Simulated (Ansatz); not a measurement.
The starting structures come from a database of crystals and need not be the phases stable at ambient conditions.

The decay constant κ of evanescent states in the gap governs leakage through a thin film.

Consider the following.

```xyz
4
Lattice="3.3078 0.0000 0.0000 0.0000 4.9829 0.0000 1.6539 0.0000 2.8646" Properties=species:S:1:pos:R:3 pbc="T T T"
Mg     1.6539     4.9721     0.9549
Mg     3.3078     2.4807     1.9098
O      1.6539     2.9776     0.9549
O      3.3078     0.4861     1.9098
```

The cell is taken as given; by r2SCAN it stands under a pressure of -0.6 GPa.

Transport runs along the normal of the first two printed cell vectors, the (100) plane of the conventional cell.

The gap is the functional's own. No spin-orbit coupling. Mid-gap values are those at the computed energy nearest the middle.

Task: Predict the band gap and the smallest decay constant κ at mid-gap from r2SCAN in Ansatz (an electronic-structure program).

Result: Gap 4.14 eV on a 10×6×10 mesh; κ = 0.339 1/Å, at the zone centre.
